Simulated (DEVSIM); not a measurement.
Device: abrupt GaP n-p junction, at 300 K.

```tsv
layer (left to right)	material	thickness (μm)	Nd (cm⁻³)	Na (cm⁻³)	τn (s)	τp (s)
1	GaP	0.520	1.8e15	-	1.3e-7	1.3e-7
2	GaP	0.930	-	1.9e16	1.3e-7	1.3e-7
```

Left contact: ohmic. Right contact: ohmic. Voltage is applied to the left contact. Recombination: SRH at mid-gap, Auger. Mobility is constant in doping.

The device is made up for the run: typed textbook-type constants, with dimensions and the other settings drawn at random. Values at 300 K.

| parameter | GaP |
|---|---|
| gap (eV) | 2.26 |
| affinity (eV) | 3.8 |
| permittivity | 11.1 |
| Nc (cm⁻³) | 1.8e19 |
| Nv (cm⁻³) | 1.9e19 |
| μn (cm²/Vs) | 250 |
| μp (cm²/Vs) | 150 |
| Cn (cm⁶/s) | 1e-30 |
| Cp (cm⁶/s) | 1e-30 |

Model (solved in DEVSIM): 1D drift-diffusion, Boltzmann statistics, complete ionisation; no tunnelling, impact ionisation, image-force lowering or self-heating.

Give the dark forward current.


| V (V) | J (A/cm²) |
|---|---|
| -0.50 | -6.2e-14 |
| -0.75 | -9.4e-12 |
| -0.80 | -2.6e-11 |
| -0.90 | -1.9e-10 |
| -1.00 | -1.5e-9 |
| -1.10 | -1.2e-8 |
| -1.15 | -3.7e-8 |
| -1.25 | -4.7e-7 |
| -1.35 | -9.9e-6 |
| -1.45 | -0.00029 |
| -1.50 | -0.0016 |
| -1.60 | -0.051 |
| -1.70 | -1.6 |
| -1.80 | -30 |
| -1.85 | -89 |
| -1.95 | -380 |
| -2.05 | -880 |
| -2.15 | -1400 |
| -2.20 | -1700 |
| -2.30 | -2200 |
